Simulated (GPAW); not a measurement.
Worked example: self-consistent single point of Zr₂CuSb₃ (P-4m2, 6 atoms in the cell) in GPAW.

Method: PBEsol, GPAW PAW datasets PBEsol (made by gpaw-setup) (plane waves; GPAW).

The change in words: lattice scaled by 0.98. Reference geometry:
```xyz
6
Lattice="3.9781 0.0000 0.0000 0.0000 3.9781 0.0000 0.0000 0.0000 8.7638" Properties=species:S:1:pos:R:3 pbc="T T T"
Zr     0.0000     1.9890     6.4643
Zr     1.9890     0.0000     2.2995
Cu     0.0000     0.0000     0.0000
Sb     1.9890     1.9890     0.0000
Sb     0.0000     1.9890     3.3182
Sb     1.9890     0.0000     5.4456
```

Reference input (self-consistent single point, DFT PBEsol, plane waves, GPAW PAW datasets PBEsol (made by gpaw-setup)): mode = pw; ecut = 800 eV; xc = PBEsol; kpts = 5 5 3; mesh shift (steps) = 0 0 0; occupations.name = methfessel-paxton; occupations.width = 0.272 eV; occupations.order = 0; nbands = -10; convergence.density = 1e-05 e/electron; symmetry.symmorphic = false; symmetry.tolerance = 0.0005. This run's input differs from it in these lines:

```diff
@@ -5,11 +5,11 @@
 atoms = Atoms(['Zr', 'Zr', 'Cu', 'Sb', 'Sb', 'Sb'],
-              cell=[[3.978082, 0.000000, 0.000000],
-                    [0.000000, 3.978082, 0.000000],
-                    [0.000000, 0.000000, 8.763790]],
-              positions=[[0.000000, 1.989041, 6.464259],
-                         [1.989041, 0.000000, 2.299531],
+              cell=[[3.898520, 0.000000, 0.000000],
+                    [0.000000, 3.898520, 0.000000],
+                    [0.000000, 0.000000, 8.588514]],
+              positions=[[0.000000, 1.949260, 6.334974],
+                         [1.949260, 0.000000, 2.253540],
                          [0.000000, 0.000000, 0.000000],
-                         [1.989041, 1.989041, 0.000000],
-                         [0.000000, 1.989041, 3.318234],
-                         [1.989041, 0.000000, 5.445556]],
+                         [1.949260, 1.949260, 0.000000],
+                         [0.000000, 1.949260, 3.251869],
+                         [1.949260, 0.000000, 5.336645]],
               pbc=True)
```

Output (repeated stretches shortened):

```
     iter     time        total  log10-change:
                         energy   eigst   dens
iter:   1 --:--:--   -40.635048
iter:   2 --:--:--   -38.222892   -0.19  -1.38
iter:   3 --:--:--   -38.169359   -0.98  -1.55
iter:   4 --:--:--   -38.014109   -1.16  -1.58
iter:   5 --:--:--   -37.953340   -2.05  -1.79
iter:   6 --:--:--   -37.908206   -1.91  -1.89
iter:   7 --:--:--   -37.924382   -2.58  -2.40
iter:   8 --:--:--   -37.893783c  -2.87  -2.32
iter:   9 --:--:--   -37.891433c  -3.65  -2.61
iter:  10 --:--:--   -37.889891c  -4.11  -2.70
iter:  11 --:--:--   -37.887230c  -3.38  -2.87
iter:  12 --:--:--   -37.887198c  -4.73  -3.23
   [... 6 lines left out ...]
iter:  19 --:--:--   -37.886959c  -7.07  -4.19
iter:  20 --:--:--   -37.886980c  -6.78  -4.29
iter:  21 --:--:--   -37.886995c  -5.98  -4.38
iter:  22 --:--:--   -37.886987c  -6.50  -4.47
iter:  23 --:--:--   -37.886989c  -7.86c -4.77
iter:  24 --:--:--   -37.887000c  -8.07c -4.77
iter:  25 --:--:--   -37.886996c  -7.18  -4.83
iter:  26 --:--:--   -37.886999c  -7.61c -4.93
iter:  27 --:--:--   -37.886993c  -8.28c -5.07c
Converged after 27 iterations.

Dipole moment: (-0.000000, -0.000000, 0.000000) |e|*Ang

Energy contributions relative to reference atoms: (reference = -769274.532637)

Kinetic:        -11.213989
Potential:       +6.395815
External:        +0.000000
XC:             -34.272461
Entropy (-ST):   -0.126089
Local:           +1.266686
SIC:             +0.000000
--------------------------
Free energy:    -37.950038
Extrapolated:   -37.886993

Showing only first 2 kpts
 Kpt  Band  Eigenvalues  Occupancy
  0    38      7.85685    2.00000
  0    39      9.56097    0.00006
  0    40      9.56097    0.00006
  0    41      9.99771    0.00000

  1    38      7.91155    1.99999
  1    39      9.43055    0.00084
  1    40      9.79931    0.00000
  1    41      9.79931    0.00000

Fermi level: 8.78809

No gap
   [... lines left out ...]
  0 Zr    0.00000    0.00000   -0.08600
  1 Zr    0.00000    0.00000    0.08600
  2 Cu    0.00000    0.00000    0.00000
  3 Sb    0.00000    0.00000    0.00000
  4 Sb    0.00000    0.00000   -0.01471
  5 Sb    0.00000    0.00000    0.01471

Stress tensor:
     0.014160     0.000000     0.000000
     0.000000     0.014160     0.000000
     0.000000     0.000000     0.009203
Stress (GPa, Voigt): [2.2686 2.2686 1.4745 0.     0.     0.    ]
```

The run converged in 27 iterations. GPAW prints stress with tension positive. Against the reference run the free energy goes down by 38.9 meV/atom, the pressure goes from -7.05 to -2.00 GPa and the largest force goes from 0.106 to 0.086 eV/Å.

The starting cell comes from a database of computed structures (which also holds hypothetical and non-ambient phases and stackings), without a prior relaxation at this level. Its lattice was rescaled by a random factor within 2.5 % of one. For this run, on top of that: lattice scaled by 0.98. Spin polarisation is off.

Cost on one core of a shared machine: roughly 7 min.
